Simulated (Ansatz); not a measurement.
Computed with PBE (plane waves to 420 eV, PAW; Ansatz, a first-principles code).

Planar average of the electrostatic potential across the slab, in eV from the Fermi level, for the (332) surface of bcc Li in its 1x1 cell, outermost plane spacing 0.73 Å in the ideal cut:

```tsv
z (Å)	V (eV)
3.83	2.83
4.12	2.83
4.42	2.82
4.71	2.82
5.01	2.81
5.30	2.80
5.59	2.78
5.89	2.75
6.18	2.69
6.48	2.59
6.77	2.43
7.07	2.17
7.36	1.76
7.66	1.02
7.95	-0.02
8.24	-0.95
8.54	-1.21
8.83	-0.73
9.13	-0.09
9.42	-0.08
9.72	-1.04
10.01	-1.75
10.31	-1.47
10.60	-0.93
10.89	-0.71
11.19	-0.66
11.48	-0.55
11.78	-0.34
12.07	-0.19
12.37	-0.34
12.66	-0.87
12.96	-1.28
13.25	-1.33
13.54	-1.28
13.84	-0.87
14.13	-0.34
14.43	-0.19
14.72	-0.34
15.02	-0.55
15.31	-0.66
15.61	-0.71
15.90	-0.93
16.19	-1.47
16.49	-1.75
16.78	-1.04
17.08	-0.08
17.37	-0.09
17.67	-0.73
17.96	-1.22
18.26	-0.95
18.55	-0.02
18.84	1.02
19.14	1.76
19.43	2.17
19.73	2.43
20.02	2.59
20.32	2.69
20.61	2.75
20.91	2.78
21.20	2.80
21.49	2.81
21.79	2.82
22.08	2.82
22.38	2.82
22.67	2.83
```

Slab: 15 atoms, 10.3 Å thick at the start (thin: gaps and levels are the slab's own); k 8x7x1, smearing 0.1 eV, dipole-corrected; all atoms relaxed; symmetry of the start imposed; no spin, no spin-orbit, no U.

The vacuum level lies 2.83 eV above the Fermi level over the top face and 2.83 eV above it under the bottom face.
